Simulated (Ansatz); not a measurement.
**rock-salt NbN (1 1 1) on wurtzite ZnO (0 0 1) (film strained to the substrate, faces as cut)**

A periodic stack without vacuum, rock-salt NbN (1 1 1) on wurtzite ZnO (0 0 1) (film strained to the substrate, faces as cut): substrate slab Zn6O6, film N4Nb4, surface cells [[-1, -1], [0, -1]] and [[1, 0], [0, 1]], film strained by +4.9 and +4.9 %, faces O/Zn and N/Nb as cut (like faces can put a slab off its formula).

The start was prepared with a machine-learned potential, and the result is one local minimum, with the in-plane cell held and forces under 0.04 eV/Å; the film can end far from its bulk form.

These are PBE (plane waves to 420 eV, PAW; Ansatz, a quantum-chemistry and plane-wave program) values and carry that method's errors. Spin–orbit coupling is left out; the runs are not spin-polarised; PBE gaps are too small against experiment. Its k-point mesh 11×11×1, Fermi–Dirac width 0.05 eV.

| Property | Value |
|---|---|
| interface area | 9.3 Å² |
| period | 26.87 Å |
| gaps between the outermost planes at the two interfaces | 2.03 and 1.25 Å |
| Nb–O contacts across the interfaces within 1.22 times the sum of covalent radii | 3, mean 2.27 Å |
| N–Zn contacts across the interfaces within 1.22 times the sum of covalent radii | 1, mean 2.03 Å |
| estimate of the barrier | withheld, since the two interfaces are unlike |
| slope of the mean potential energy in the substrate | +4.2 MV/cm × e |

```
CELL_PARAMETERS angstrom
      3.27820     0.00090    -0.13007
      1.63956     2.84025     0.00884
     -0.51492     0.22556    26.92887
ATOMIC_POSITIONS crystal
  Zn 0.00752 0.49088 0.07251
  Zn 0.40864 0.79012 0.17101
  O  0.05928 0.46484 0.14663
  O  0.95230 0.51839 0.99722
  Zn 0.14122 0.42360 0.26951
  Zn 0.54024 0.72399 0.36801
  O  0.19096 0.39864 0.34371
  O  0.45885 0.76490 0.24497
  Zn 0.27183 0.35818 0.46647
  Zn 0.67037 0.65921 0.56577
  O  0.32072 0.33407 0.54087
  O  0.58973 0.69933 0.44236
  N  0.72032 0.63488 0.64115
  N  0.10722 0.94131 0.72389
  N  0.49979 0.24465 0.81582
  N  0.89136 0.54882 0.90535
  Nb 0.41157 0.29069 0.67768
  Nb 0.80200 0.59310 0.76775
  Nb 0.19306 0.89864 0.85666
  Nb 0.58828 0.20041 0.95083
```
